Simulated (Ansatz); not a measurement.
## A computed series for hypothetical P6_3/mmc HgI2: carrier doping

Consider HgI$_{2}$ (space group P6_3/mmc, No. 194; a = 4.166 Å, c = 14.183 Å; a hypothetical phase, not in the database extracts checked).

Carriers are added at fixed cell with a uniform background; the Fermi–Dirac width is that of 300 K.

Levels (all Ansatz, a program for electronic structure, PAW): PBE-D3(BJ) (420 eV, without spin-orbit coupling); r2SCAN+rVV10 (500 eV, spin-orbit coupling left out).

The base cell above is that of PBE-D3(BJ); each level relaxes its own structures.

| case | gap between the host's bands, PBE-D3(BJ) | gap between the host's bands, r2SCAN+rVV10 |
|---|---|---|
| electrons 2.0×10^21 cm⁻³ | 0.21 eV | 0.54 eV |
| electrons 3.0×10^21 cm⁻³ | 0.13 eV | … |
| electrons 5.0×10^21 cm⁻³ | zero | 0.30 eV |
| holes 2.0×10^21 cm⁻³ | 0.44 eV | … |
| holes 3.0×10^21 cm⁻³ | 0.49 eV | 0.80 eV |
| holes 5.0×10^21 cm⁻³ | 0.57 eV | … |

Task: Some entries are withheld; estimate them.

Result: 
- electrons 3.0×10^21 cm⁻³, gap between the host's bands, r2SCAN+rVV10: 0.47 eV
- holes 2.0×10^21 cm⁻³, gap between the host's bands, r2SCAN+rVV10: 0.76 eV
- holes 5.0×10^21 cm⁻³, gap between the host's bands, r2SCAN+rVV10: 0.89 eV

PBE-D3(BJ) lies below r2SCAN+rVV10 in every row, by 0.30 eV to 0.34 eV. They put the cases in the same order.

Carriers are added with a uniform compensating background; total energy and stress of such cells depend on the potential's zero and are not compared; many-body gap narrowing is missing at this level. With Hg and I present, leaving out spin-orbit coupling can change the band edges. No phonon test of stability was made. All final runs are without spin polarisation.
